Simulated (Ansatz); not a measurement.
**Convergence study of the plane-wave cutoff for KCrF3 (P4mm, 5 atoms in the cell)**

```
KCrF3
1.0
    4.10589     0.00000     0.00000
    0.00000     4.10589     0.00000
    0.00000     0.00000     4.61444
K Cr F
1 1 3
Cartesian
  2.05295   2.05295   2.35722
  0.00000   0.00000   0.00000
  0.00000   0.00000   2.30722
  0.00000   2.05295   0.00000
  2.05295   0.00000   0.00000
```
Moments meant for the start (each program seeds them in its own way; μB, in the order of the atoms K Cr F F F): 0.0 3.0 0.0 0.0 0.0.

Method: LDA (PW92)+U, default PAW files made with PBE (plane waves; Ansatz, an electronic-structure program).

Base settings: basis.ecutwfc = 30.9 Ry; kpoints.mp_grid.grid = 5 5 5; hamiltonian.xc = lda; hamiltonian.pseudopotentials = {kind: paw} (the program's default PAW files); hamiltonian.hubbard.sites = [{species: Cr, l: d, u_eff: 3.7}] eV; hamiltonian.hubbard.projectors = ortho-atomic; magnetization.spin_polarized = true; scf.occupations.method = fermi_dirac; scf.occupations.width = 0.0007 Ry.

The second cell is the first with its lattice scaled by 0.98.

The mesh stays at the base's, so the ladder's end is converged at best in this setting alone.

The first pressure column holds Ansatz's estimate of the finite-basis (Pulay) stress, which hides part of the cutoff error; the other is without it.

Only quantities that move along the ladder and can be compared are tabulated.

These are the values that this program gave, and no reference: magnets with a U can end in a higher state.

The starting cell comes from a database of computed structures (which also holds hypothetical and non-ambient phases and stackings), without a prior relaxation at this level. Its lattice was rescaled by up to half a per cent. One atom was moved a little off its site on purpose. With one magnetic atom in the cell only a parallel order is possible. With U or open f shells several self-consistent states can exist. In the base run, with a pressure of about -7 GPa the cell is away from its equilibrium volume at this level.

| basis.ecutwfc | free energy less the last step's (meV/atom) | energy of the compressed cell less the first (meV/atom) | pressure (GPa) | pressure without the Pulay estimate (GPa) | largest difference of a force vector from the last step's (eV/Å) |
|---|---|---|---|---|---|
| 10.7 Ry | 33194.73 | 209.42 | 19.29 | -794.73 | 0.102 |
| 12.5 Ry | 18108.18 | 65.76 | 8.02 | -530.60 | 0.118 |
| 14 Ry | 10784.99 | -21.64 | -10.44 | -369.42 | 0.133 |
| 15.4 Ry | 6604.60 | -67.01 | -15.52 | -259.47 | 0.053 |
| 16.9 Ry | 3857.21 | -30.66 | -13.12 | -174.87 | 0.050 |
| 18.4 Ry | 2231.67 | -24.07 | -10.50 | -116.94 | 0.024 |
| 21.7 Ry | 592.41 | -36.70 | -7.62 | -45.35 | 0.001 |
| 24.6 Ry | 159.41 | -32.52 | -7.52 | -20.27 | 0.002 |
| 27.9 Ry | 31.07 | -34.12 | -7.50 | -10.61 | 0.001 |
| 30.9 Ry | 6.43 | -33.97 | -7.46 | -8.14 | 0.000 |
| 33.8 Ry | 2.20 | -33.91 | -7.46 | -7.56 | 0.000 |
| 37.1 Ry | 1.70 | -33.89 | -7.45 | -7.46 | 0.000 |
| 41.5 Ry | 1.59 | -33.90 | -7.45 | -7.46 | 0.000 |
| 46.3 Ry | 1.47 | -33.91 | -7.45 | -7.46 | 0.000 |
| 54 Ry | 1.16 | -33.91 | -7.45 | -7.48 | 0.000 |
| 61.7 Ry | 0.50 | -33.91 | -7.46 | -7.49 | 0.000 |
| 74.2 Ry | 0.00 | -33.92 | -7.46 | -7.46 | 0.000 |

Coarsest basis.ecutwfc that holds the forces within 0.01 eV/Å of the last step, with all finer ones: 21.7 Ry; the step before is off by 0.024 eV/Å.

Coarsest basis.ecutwfc that holds the free energy within 5 meV/atom of the last step, with all finer ones: 33.8 Ry; the step before is off by 6.4 meV/atom.

Coarsest basis.ecutwfc that holds the pressure within 0.2 GPa of the last step, with all finer ones: 21.7 Ry; the step before is off by 3.0 GPa.

The energy difference between the two cells stays within 1 meV/atom of the last step's from 27.9 Ry on, the total only from 61.7 Ry on: much of the error is common to both cells and cancels.

At the lowest cutoff the pressure without the Pulay estimate lies 787 GPa under the last step's, the usual sign of Pulay stress in an incomplete plane-wave basis.

Keys are those of Ansatz 0.2.
